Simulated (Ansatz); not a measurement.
**Formation energy of PbF2 (fluorite, Fm-3m) from the elements: levels of theory**

We look at the formation energy of PbF2 (fluorite, Fm-3m) from the elements. Reaction: Pb (fcc) + F2 (gas) → PbF2 (fluorite). A negative value means that the right-hand side lies lower. The value is per atom of the solid.

PbF2 (fluorite, Fm-3m), 3 atoms in the cell. Conventional cell: a = 5.9621 Å, b = 5.9621 Å, c = 5.9621 Å, α = 90.00°, β = 90.00°, γ = 90.00°.

Ansatz (a first-principles code) with PAW potentials; structures come from PBE+D3(BJ) relaxations, nuclei static, no net charge. Ansatz runs with its default PAW set. Other levels take these structures, unless marked own geometry. HSE06 runs on coarser k-point meshes, mended by the PBE difference between the two meshes. Some cells are metallic or hold partly filled levels, where a hybrid on a coarse mesh is less sure. The lattices are those relaxed with PBE+D3(BJ), so at other levels the solids can be strained, which adds to the spread. The runs are scalar-relativistic, without spin-orbit coupling.

```csv
Method,value (eV/atom)
PBE+D3(BJ),-2.39
LDA,[?]
PBEsol,-2.33
RPBE,-2.30
HSE06+D3(BJ),-2.39
r2SCAN+D4 (own geometry),-2.58
```

Complete the blanks.


- LDA, value (eV/atom): -2.49

The levels span 0.28 eV/atom, from r2SCAN+D4 (own geometry) (-2.58) to RPBE (-2.30).

Rough cost of one single point on PbF2 (fluorite), against PBEsol's on the same shared machine and with each level's own mesh and cutoff: HSE06 about 10 times (HSE06 on a 6×6×6 mesh, the others on 10×10×10).
